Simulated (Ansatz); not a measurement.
Smallest direct gap on the k points sampled of GaCl3 (C2/m, No. 12, 8 atoms in the cell; start COD 8103997) at several levels of theory

No measured value is used here.

```json
[
 {"level (code)": "PBEsol (Ansatz)", "value (eV)": "4.19"},
 {"level (code)": "PBEsol+SOC (Ansatz)", "value (eV)": "4.18"},
 {"level (code)": "dielectric-dependent PBEsol hybrid (Ansatz)", "value (eV)": "7.49"},
 {"level (code)": "HSE06 (Ansatz)", "value (eV)": "5.79"},
 {"level (code)": "HSE06+SOC (Ansatz)", "value (eV)": "5.77"},
 {"level (code)": "PBE0 (Ansatz)", "value (eV)": "6.53"}
]
```

Computed values are for a static lattice. Spin–orbit coupling is included only where a level's name says +SOC; with heavier elements it mostly lowers gaps and can invert bands.  Values are at a fixed cell, not relaxed at this level and not confirmed as the measured one. Cutoffs and k meshes differ between the levels. Ansatz's density-functional and Hartree–Fock values are scalar-relativistic unless marked +SOC, with PAW data made under PBE.

Ansatz is a quantum-chemistry and plane-wave program.
